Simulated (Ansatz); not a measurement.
Band structure of Ti₃Nb (Amm2, 4 atoms in the cell).

```yaml
crystal:
  lattice:
    - [9.04699, 0.00000, 0.00000]
    - [0.00000, 1.60600, 2.41039]
    - [0.00000, -1.60600, 2.41039]
  atoms:
    - { symbol: Ti, position: [0.00000, 0.18267, 0.18267] }
    - { symbol: Ti, position: [0.24845, 0.79134, 0.79134] }
    - { symbol: Ti, position: [0.75155, 0.79134, 0.79134] }
    - { symbol: Nb, position: [0.50000, 0.23464, 0.23464] }
```

Method of the run: LDA (PW92), PAW files made with PBE (plane waves; Ansatz, an electronic-structure program).

Settings: kpoints.mp_grid.grid = 3 10 10; hamiltonian.xc = lda; hamiltonian.pseudopotentials = {kind: paw} (the program's default PAW files); scf.occupations.method = fermi_dirac; scf.occupations.width = 0.1 eV; kpoints.band_path.npoints = 8.

The starting cell comes from a database of computed structures (which also holds hypothetical and non-ambient phases and stackings), without a prior relaxation at this level. Spin polarisation is off.

Levels in eV from the Fermi level, bands 21 to 28:
| point | 21 | 22 | 23 | 24 | 25 | 26 | 27 | 28 |
|---|---|---|---|---|---|---|---|---|
| Γ | -0.72 | 0.11 | 0.16 | 0.25 | 0.53 | 0.74 | 0.90 | 1.02 |
| X | -1.22 | -1.09 | -0.81 | -0.43 | -0.40 | -0.34 | -0.26 | 1.69 |
| S | -1.34 | -1.01 | -0.66 | -0.66 | 0.12 | 0.79 | 1.30 | 1.35 |
| R | -1.16 | -1.05 | -0.58 | -0.43 | 0.54 | 0.71 | 0.81 | 1.26 |
| A | -1.35 | -1.31 | -0.93 | -0.62 | -0.48 | -0.30 | 0.90 | 1.08 |
| Z | -0.73 | -0.09 | 0.45 | 0.63 | 0.68 | 0.76 | 0.92 | 1.01 |
| Y | -1.92 | -0.90 | -0.84 | -0.68 | 0.66 | 1.17 | 1.27 | 1.68 |
| X1 | -1.22 | -1.09 | -0.81 | -0.43 | -0.40 | -0.34 | -0.26 | 1.69 |
| A1 | -1.35 | -1.31 | -0.93 | -0.62 | -0.48 | -0.30 | 0.90 | 1.08 |
| T | -1.75 | -1.41 | -0.41 | -0.39 | -0.10 | 0.08 | 1.89 | 2.10 |

Bands cross the Fermi level along this path, so the cell is metallic at this level.

Keys are those of Ansatz 0.2.
